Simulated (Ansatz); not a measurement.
**NdB₄ (P4/mbm, No. 127)**

Level of theory: LDA in Ansatz (plane waves, PAW).

Numerical settings: plane-wave cutoff 520 eV, 8×8×14 k mesh (along the axes of the cell as run), Fermi–Dirac smearing 0.05 eV, spin-polarised with parallel moments, scalar-relativistic PAW data made under PBE.

Cell: relaxed at this level.

For NdB₄ (P4/mbm, No. 127), the band gap is none. The lattice constant a is 7.059 Å and the lattice parameter c is 4.008 Å.

Note: the magnetic order was assumed, not searched for or taken from measurement; the relaxation could not lower the start's symmetry, so the cell can be a saddle point above a distorted one; the 4f shell is treated without U or exact exchange, so its levels and filling can be wrong; the volume lies 5 % below that of the published cell.

Spin–orbit coupling is not included; it can open a gap where bands touch, and shift volumes and moduli.

Computed values are for the static lattice.

The result took around 80 core-minutes (rough).

Ansatz is a quantum-chemistry and plane-wave program.
